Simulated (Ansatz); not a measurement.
The starting structures come from a database of crystals and need not be the phases stable at ambient conditions.

Tunnelling through a barrier is set by its complex band structure: the current falls as exp(−2κd) with the smallest κ.

```
LiRb2VS4
1.0
    5.89337     0.00000     0.00000
   -2.94668     6.72180     0.00000
    2.94668     0.00000    11.84017
Rb Li V S
4 2 2 8
Direct
  0.32168   0.00000   0.35664
  0.67832   0.00000   0.64336
  0.92832   0.50000   0.14336
  0.57168   0.50000   0.85664
  0.00000   0.00000   0.00000
  0.25000   0.50000   0.50000
  0.50000   0.00000   0.00000
  0.75000   0.50000   0.50000
  0.39064   0.31384   0.60422
  0.00514   0.68616   0.60422
  0.68102   0.68616   0.39578
  0.92320   0.31384   0.39578
  0.85936   0.18616   0.89578
  0.24486   0.81384   0.89578
  0.56898   0.81384   0.10422
  0.32680   0.18616   0.10422
```

Space group of this cell: Fddd. The cell is taken as given; by r2SCAN its mean pressure is -1.0 GPa.

Transport runs along the normal of the first two printed cell vectors.

The gap is the functional's own. No spin-orbit coupling. Mid-gap values are interpolated on the energy grid.

Task: Predict the band gap and the smallest decay constant κ at mid-gap from r2SCAN (Ansatz, a first-principles code).

Result: Gap 1.84 eV on a 6×6×6 mesh; κ = 0.489 1/Å, at the zone centre.
